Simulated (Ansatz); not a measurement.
For ZrBr3 (P6₃/mcm, No. 193; cell taken from a computed entry), LDA in Ansatz (plane waves, PAW) gives:

- lattice constant a: 6.544 Å
- c axis length: 6.078 Å

Q: What does r²SCAN-D4 (Ansatz, a program for electronic structure, plane waves, PAW) give for the same quantities?

A: 
- lattice constant a: 6.855 Å (goes up by 4.8 %)
- lattice parameter c: 6.218 Å (rises by 2.3 %)

Changes are worked out from the printed values.

Unless a cell is named, each level is at its own relaxed cell (LDA 28.18, r²SCAN-D4 31.63 Å³/atom).

Caveats: the relaxation could not lower the start's symmetry, so the cell can be a saddle point above a distorted one (LDA, r²SCAN-D4). Ansatz's density-functional and Hartree–Fock values are scalar-relativistic unless marked +SOC, with PAW data made under PBE.
